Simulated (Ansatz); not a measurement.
Base system: Zn in the hcp (Mg type) structure (space group P6_3/mmc, No. 194; a = 2.6129 Å, c = 4.7815 Å; relaxed with 0.1 eV smearing). Axes: x lies along a and z along c of the hexagonal cell.

Calculations: PBEsol (Ansatz, an electronic-structure program), spin-orbit coupling left out.

Strains are applied to the cell and any free atomic positions relax.

One change was made to it. Results:

The pressure (mean of the normal stresses, compression positive) goes from zero to 1.5 GPa; the energy rises by 1.9 meV/atom.

**Question.** Which change produced these results?
A) uniaxial strain ε_zz = −2.00 %
B) uniaxial strain ε_zz = −1.00 %
C) uniaxial strain ε_zz = −0.50 %
D) uniaxial strain ε_zz = +0.50 %
E) uniaxial strain ε_zz = +1.00 %

**Answer.** A, uniaxial strain ε_zz = −2.00 %. For comparison, the energy relative to the base in the other runs: uniaxial strain ε_zz = −0.50 % gives +0.1 meV/atom; uniaxial strain ε_zz = +1.00 % gives +0.4 meV/atom; uniaxial strain ε_zz = −1.00 % gives +0.5 meV/atom; uniaxial strain ε_zz = +0.50 % gives +0.1 meV/atom.

No phonon test of stability was made.
